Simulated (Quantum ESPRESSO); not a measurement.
**Equation of state of rutile-structure TiO2 (space group 136): energy against volume (Quantum ESPRESSO, PBEsol)**

```
TiO2
1.0
    4.45673     0.00000     0.00000
    0.00000     4.45673     0.00000
    0.00000     0.00000     2.87406
Ti O
2 4
Direct
  0.00000   0.00000   0.00000
  0.50000   0.50000   0.50000
  0.30500   0.30500   0.00000
  0.80500   0.19500   0.50000
  0.19500   0.80500   0.50000
  0.69500   0.69500   0.00000
```

Level of theory: PBEsol, GBRV 1.5 ultrasoft (PBESOL) pseudopotentials (plane waves; Quantum ESPRESSO). Settings: ecutwfc = 65 Ry; ecutrho = 520 Ry; occupations = smearing; smearing = fd; degauss = 0.000734986 Ry; potentials = {Ti: ti_pbesol_v1.4.uspp.F.UPF, O: o_pbesol_v1.2.uspp.F.UPF}; K_POINTS = automatic 7 7 11 0 0 0; conv_thr = 1e-10 Ry; mixing_beta = 0.5. The cell above is the first row's. The rows scale it uniformly. In all rows fractional positions and the k mesh are held. E is the free energy at the stated smearing, counted from the lowest row.

```csv
V (Å^3/atom),E (meV/atom)
9.514,58.01
9.721,31.30
9.928,13.30
10.135,3.13
10.342,0.00
10.548,3.21
10.755,12.12
10.962,26.16
11.169,?
```

The 8 complete rows are fitted with the third-order Birch-Murnaghan form, a cubic in V^(-2/3), E against V. With u = V^(-2/3) - 0.212, the rows have u = 0.010719, 0.007546, 0.004484, 0.001526, -0.001333, -0.004085, -0.006761, -0.009353. Least squares gives E = 0.647 + 1012.82·u + 402224·u² + 239059·u³. Residuals (row less fit): -0.002, 0.004, 0.003, 0.000, -0.011, 0.005, 0.008, -0.004; standard error 0.008 (degrees of freedom: 4). Its minimum lies at u = -0.001260, so V0 = (0.210740)^(-3/2) = 10.34. There d²E/du² = 802600 and d³E/du³ = 1434000, so B0 = (4/9) × 10.34^(-7/3) × 802600 × 0.160218 = 246 GPa (the last factor turns the table's units into GPa), and B0' = 4 + (2/3) × 0.210740 × (1434000)/802600 = 4.3. The program's pressures in the fitted runs (not shown) pass through zero at V = 10.33, 0.02 % from this V0.

Question: What does the fit predict for E at V = 11.169, and how far is the calculated value from it?

Answer: u = -0.011865, so E = 0.647 + 1012.82 × (-0.011865) + 402224 × (-0.011865)² + 239059 × (-0.011865)³ = 44.855 meV/atom. The calculation gives 44.81 meV/atom, 0.045 meV/atom below the prediction (0.1 % of the range of E in the table). The row lies outside the fitted rows, so this is an extrapolation. From the scatter of the fitted rows alone, a prediction at this place has a standard error of 0.020 meV/atom, so the miss is 2.3 times that.

Carrying the step between the two nearest rows on in a straight line would have given 40.20, off by 4.61; series whose last step already gives the withheld value aren't shown. The scan was laid around a cell of about the measured size, scaled by a guess for this functional; axis ratios and inner coordinates come from that cell. The runs keep the symmetry of the cell, so they don't test it for distortions. The shape of the cell and the inner coordinates aren't relaxed, so V0 and B0 belong to this uniform scaling; a relaxed crystal lies no higher in energy and is usually softer (forces reach 0.53 eV/Å in these rows). Cutoffs and mesh are single choices, not tested for convergence of this quantity. Series with a scatter that would blur these digits, or in which a gap closes, are not shown. Nor are scans whose minimum lies at an end fitted in this form.
